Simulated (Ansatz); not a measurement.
# Effective masses and thermopower of AlN under load (space group P6_3mc)

Consider the following.

```
CELL_PARAMETERS angstrom
      3.11175     0.00000     0.00000
     -1.55588     2.69486     0.00000
      0.00000     0.00000     4.99956
ATOMIC_POSITIONS crystal
  Al 0.66667 0.33333 0.49938
  Al 0.33333 0.66667 0.99938
  N  0.66667 0.33333 0.88062
  N  0.33333 0.66667 0.38062
```

Method: PBEsol with spin-orbit coupling, rigid bands (plane waves, PAW; Ansatz, a quantum-chemistry and plane-wave program). Condition of this run: uniaxial stress zz = -1 GPa (compression positive) (the target of the relaxation). How the cell was made: cell and atoms relaxed with PBEsol, then loaded as said.

```yaml
band_gap: 4.10 eV
electron conductivity mass (300 K, dilute): 0.31 (x), 0.31 (y), 0.30 (z) mₑ
hole conductivity mass (300 K, dilute): 3.8 (x), 3.8 (y), 0.43 (z) mₑ
effective density of states N_c (300 K): 4.3e18 cm⁻³
effective density of states N_v (300 K): 6.3e19 cm⁻³
density_of_states_mass_electrons: 0.31 mₑ
density_of_states_mass_holes: 1.84 mₑ
Seebeck coefficient, n-type 1e19 cm⁻³, 300 K: -156 μV/K
Seebeck coefficient, p-type 1e19 cm⁻³, 300 K: 379 μV/K
best p-type power factor at 300 K for τ = 10 fs (best axis; densities from 1e16 to 1e21 cm⁻³ tried, whether or not they can be reached): 15.6 μW/(cm·K²) at 1e20 cm⁻³
```

Rigid bands; masses and Seebeck coefficients take one relaxation time τ for all states and one kind of carrier; polarons and phonon drag are left out.
